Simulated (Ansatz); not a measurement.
This Ansatz (a program for electronic structure) input is the reference run, GaCuSe2 in the chalcopyrite structure (space group I-42d, No. 122), computed with PBEsol (Ansatz, PAW, scalar-relativistic without spin-orbit coupling):

Ansatz 0.2 input:
```yaml
crystal:
  lattice:
    - [-2.7850180833, 2.7850180833, 5.5373898821]
    - [2.7850180833, -2.7850180833, 5.5373898821]
    - [2.7850180833, 2.7850180833, -5.5373898821]
  atoms:
    - { symbol: Ga, position: [0.5, 0.5, 0] }
    - { symbol: Ga, position: [0.25, 0.75, 0.5] }
    - { symbol: Cu, position: [0, 0, 0] }
    - { symbol: Cu, position: [0.75, 0.25, 0.5] }
    - { symbol: Se, position: [0.875, 0.8832010648, 0.5082010648] }
    - { symbol: Se, position: [0.1167989352, 0.625, 0.9917989352] }
    - { symbol: Se, position: [0.375, 0.3667989352, 0.4917989352] }
    - { symbol: Se, position: [0.6332010648, 0.125, 0.0082010648] }
basis: { ecutwfc: 420, ecutrho_ratio: 4, xc_grid: 2, fft_grid_basis: typed }
kpoints: { mp_grid: { grid: [8, 8, 8] } }
hamiltonian:
  xc: pbesol
  dispersion: none
  pseudopotentials: { kind: paw }
scf: { occupations: { method: fermi_dirac, width: 0.05 }, convergence: { dr2_threshold: 0.0000000008 } }
output: { forces: true, stress: true }
checkpoint: { write: state.ck, write_every: 1000 }
```

Write the input for this change: the cell is stretched by 1.50 % along x with no lateral relaxation, atoms relaxed at fixed cell.


Ansatz 0.2 input:
```yaml
crystal:
  lattice:
    - [-2.8267933545, 2.7850180833, 5.5373898821]
    - [2.8267933545, -2.7850180833, 5.5373898821]
    - [2.8267933545, 2.7850180833, -5.5373898821]
  atoms:
    - { symbol: Ga, position: [0.5, 0.5, 0] }
    - { symbol: Ga, position: [0.25, 0.75, 0.5] }
    - { symbol: Cu, position: [0, 0, 0] }
    - { symbol: Cu, position: [0.75, 0.25, 0.5] }
    - { symbol: Se, position: [0.875, 0.8832010648, 0.5082010648] }
    - { symbol: Se, position: [0.1167989352, 0.625, 0.9917989352] }
    - { symbol: Se, position: [0.375, 0.3667989352, 0.4917989352] }
    - { symbol: Se, position: [0.6332010648, 0.125, 0.0082010648] }
basis: { ecutwfc: 420, ecutrho_ratio: 4, xc_grid: 2, fft_grid_basis: typed }
kpoints: { mp_grid: { grid: [8, 8, 8] } }
hamiltonian:
  xc: pbesol
  dispersion: none
  pseudopotentials: { kind: paw }
scf: { occupations: { method: fermi_dirac, width: 0.05 }, convergence: { dr2_threshold: 0.0000000008 } }
relax: { f_tol: 0.005, max_steps: 50 }
output: { forces: true, stress: true }
checkpoint: { write: state.ck, write_every: 1000 }
```
This is the input that was run.

The cells carry an imposed strain or load. Whether these cells are dynamically stable was not tested. All final runs are without spin polarisation.
